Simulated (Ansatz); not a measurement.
**Point-defect migration in monoclinic ZrO2**

Some mobile defects of monoclinic ZrO2. Level of theory: PBE, PAW (plane waves to 420 eV; Ansatz, a first-principles code).

Each figure is the lowest single hop between equivalent sites among the routes that converged and passed our checks, counted from the lowest site run. It need not be the barrier to long-range diffusion, and untried routes may lie lower. Climbing-image NEB, static nuclei, fixed cells, no finite-size correction; on the finer meshes named, energies are single points at the band's geometries. Saddle orders were checked for a part of the study's bands only and are not shown. Vacancies start on their lattice site; split forms were not set up. Charge states are imposed.

```json
[
 {"Defect": "interstitial Li, charge +1", "Route": "Li moves farthest", "Hop (Å)": "3.39", "Direction in the unit cell": "(0.00, 0.39, 0.50)", "Neighbours at the saddle": "O at 1.71, O at 1.74, O at 1.76, O at 2.06 Å", "Cell": "96 sites, 2×2×2 shifted"},
 {"Defect": "interstitial F, charge -1", "Route": "F moves farthest", "Hop (Å)": "1.62", "Direction in the unit cell": "(0.28, 0.06, 0.18)", "Neighbours at the saddle": "4 O at 2.38, O at 2.71, O at 2.72; 2 Zr at 2.16 Å", "Cell": "96 sites, 2×2×2 shifted"},
 {"Defect": "interstitial Mg, charge +2", "Route": "Mg moves farthest", "Hop (Å)": "3.48", "Direction in the unit cell": "(0.00, 0.42, 0.50)", "Neighbours at the saddle": "O at 1.79, O at 1.82, O at 1.88, O at 1.93 Å", "Cell": "96 sites, 2×2×2 shifted"},
 {"Defect": "interstitial Na, charge +1", "Route": "Na moves farthest", "Hop (Å)": "1.40", "Direction in the unit cell": "(0.24, -0.08, 0.13)", "Neighbours at the saddle": "4 O at 2.09, 2 O at 2.63; 2 Zr at 2.56 Å", "Cell": "96 sites, 2×2×2 shifted"},
 {"Defect": "O vacancy, charge +2", "Route": "a nearby O jumps into the vacancy", "Hop (Å)": "2.27", "Direction in the unit cell": "(0.13, 0.31, -0.24)", "Neighbours at the saddle": "2 Zr at 1.92 Å", "Cell": "96 sites, 2×2×2 shifted"},
 {"Defect": "interstitial K, charge +1", "Route": "K moves farthest", "Hop (Å)": "1.38", "Direction in the unit cell": "(0.24, -0.07, 0.14)", "Neighbours at the saddle": "2 O at 2.28, 2 O at 2.30, 2 O at 2.67; 2 Zr at 2.61 Å", "Cell": "96 sites, 2×2×2 shifted"},
 {"Defect": "interstitial Ti, charge +4", "Route": "Ti moves farthest", "Hop (Å)": "3.41", "Direction in the unit cell": "(0.00, 0.40, 0.50)", "Neighbours at the saddle": "O at 1.74, O at 1.80, O at 1.81, O at 1.82 Å", "Cell": "96 sites, 2×2×2 shifted"}
]
```

Task: Order these hops by barrier, lowest first, with values.

Result: interstitial Na, charge +1: 0.11 eV; interstitial F, charge -1: 0.15 eV; interstitial K, charge +1: 0.23 eV; O vacancy, charge +2: 0.73 eV; interstitial Li, charge +1: 1.07 eV; interstitial Mg, charge +2: 2.46 eV; interstitial Ti, charge +4: 2.78 eV. Gaps under about 0.1 eV are within the calculation's error.
